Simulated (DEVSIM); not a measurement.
Device: abrupt GaAs p-n junction, at 300 K.

```csv
layer (left to right),material,thickness (μm),Nd (cm⁻³),Na (cm⁻³),τn (s),τp (s)
1,GaAs,0.370,-,2.4e15,6.5e-9,6.5e-9
2,GaAs,18.0,4.5e14,-,6.5e-9,6.5e-9
```

Left contact: ohmic. Right contact: ohmic. Voltage is applied to the left contact. Recombination: SRH at mid-gap, radiative, Auger. Mobility is μmin + (μ − μmin)/(1 + (N/Nref)^α).

Constants are typed, rounded textbook-type inputs, not results; the design itself was drawn at random and stands for no fabricated device. Values at 300 K.

```
parameter        GaAs
-------------  ------
gap (eV)        1.424
affinity (eV)    4.07
permittivity     12.9
Nc (cm⁻³)      4.7e17
Nv (cm⁻³)        9e18
μn (cm²/Vs)      8500
μp (cm²/Vs)       400
μn,min            500
μp,min             20
Nref,n           6e16
Nref,p         1.5e17
αn               0.39
αp               0.38
B (cm³/s)       2e-10
Cn (cm⁶/s)      1e-30
Cp (cm⁶/s)      1e-30
```

Model (solved in DEVSIM): 1D drift-diffusion, Boltzmann statistics, complete ionisation; no tunnelling, impact ionisation, image-force lowering or self-heating.

The doping Na of layer 1 was swept, all else fixed.

| doping Na of layer 1 (cm^-3) | potential step across the device at zero bias (V) | largest field in the device at zero bias (V/cm) | dark forward voltage at 100 A/cm² (V) | dark forward voltage at 1 A/cm² (V) |
|---|---|---|---|---|
| 7.2e13 | 0.941 | 8700 | 1.234 | 0.756 |
| 2.4e14 | 0.972 | 9000 | 1.258 | 0.792 |
| 7.2e14 | 1.000 | 9400 | 1.273 | 0.831 |
| 2.4e15 | 1.032 | 10000 | 1.276 | 0.876 |
| 7.2e15 | 1.060 | 11000 | 1.271 | 0.909 |
| 2.4e16 | 1.091 | 13000 | 1.261 | 0.938 |
| 7.2e16 | 1.119 | 17000 | 1.252 | 0.956 |

From the first row to the last the potential step across the device at zero bias goes from 0.941 to 1.119. From the first row to the last the largest field in the device at zero bias goes from 8700 to 17000.
